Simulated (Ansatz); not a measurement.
GaP under load (space group F-43m), r2SCAN with spin-orbit coupling, rigid bands run with Ansatz (a first-principles code). Condition of this run: hydrostatic pressure 10 GPa (the target of the relaxation). Band gap 1.64 eV, N_c = 4.05e19 cm⁻³ and N_v = 2.05e19 cm⁻³ at 300 K, conductivity masses of 0.338 mₑ (electrons) and 0.441 mₑ (holes). Take k_BT = 0.02585 eV.

Problem. A film of it is 3 nm thick. Estimate the confinement energies in an infinite well.

Solution. ħ²π²/(2m t²) = 0.376 eV·nm²/(m/mₑ × t²) gives 124 meV for electrons and 94.7 meV for holes, so the gap would widen to about 1.86 eV. Finite barriers and nonparabolic bands lower this, and with several valleys or bands the heaviest mass along the normal sets the lowest level, not this average.

Problem. Find the intrinsic carrier density and the intrinsic Fermi level.

Solution. n_i = √(N_c N_v) exp(−E_g/2k_BT) = 2.88e19 × exp(−31.72) = 4.8e5 cm⁻³. The level lies (k_BT/2) ln(N_v/N_c) = -9 meV from mid-gap (positive towards the conduction band). Each 0.1 eV added to the gap lowers n_i by a factor of 6.9.

Problem. What built-in voltage has an abrupt junction with N_A = 1e17 and N_D = 1e17 cm⁻³, all dopants ionised?

Solution. V_bi = E_g/e − (k_BT/e) ln(N_c N_v/(N_A N_D)) = 1.64 − 0.02585 × 11.33 = 1.35 V, for the computed gap.

Rigid bands with the computed gap; masses take one relaxation time for all states.
